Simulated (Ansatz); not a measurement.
## As (space group I4_132, No. 214; a hypothetical phase, not in the database extracts checked)

```
As
1.0
   -3.49683     3.49683     3.49683
    3.49683    -3.49683     3.49683
    3.49683     3.49683    -3.49683
As
4
Direct
  0.00000   0.25000   0.50000
  0.25000   0.50000   0.00000
  0.50000   0.00000   0.25000
  0.25000   0.25000   0.25000
```

Computed with PBE (Ansatz, a program for electronic structure), no spin-orbit coupling. Γ-centred 10×10×10 mesh, Fermi–Dirac width 0.05 eV.

```json
{
  "volume_per_atom": "42.76 Å³",
  "density": "2.91 g/cm³",
  "band_gap": "zero",
  "total_energy": "-4855.492 eV/atom (σ→0; compares only within this code and set-up)"
}
```

Stability against distortions was not tested.
